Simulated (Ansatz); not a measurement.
## A constructed model of the (111) surface of fcc Ag, a pseudomorphic layer of Al in the other hollow (bottom of the slab: a bare face, its two planes held)

The numbers are results of PBE (plane waves to 420 eV, PAW; Ansatz, an electronic-structure program), not measurements.

Model: 7-atom slab, 14.2 Å thick at the start with caps and adatoms, 15x15x1 mesh, Fermi-Dirac 0.1 eV, dipole correction, 2 atoms held, the rest relaxed; held to the start's symmetry, so lower structures may exist; no spin, no spin-orbit, no U. In PBE it is, or lies within 0.01 eV a 1x1 cell of, the lowest of the 2 structures of its composition computed so far; subsurface sites and larger cells were not tried.

```yaml
work_function_of_the_top_face: 4.26 eV
energy_released_by_relaxation: 0.012 eV
cost: around 70 core-seconds (rough)
```
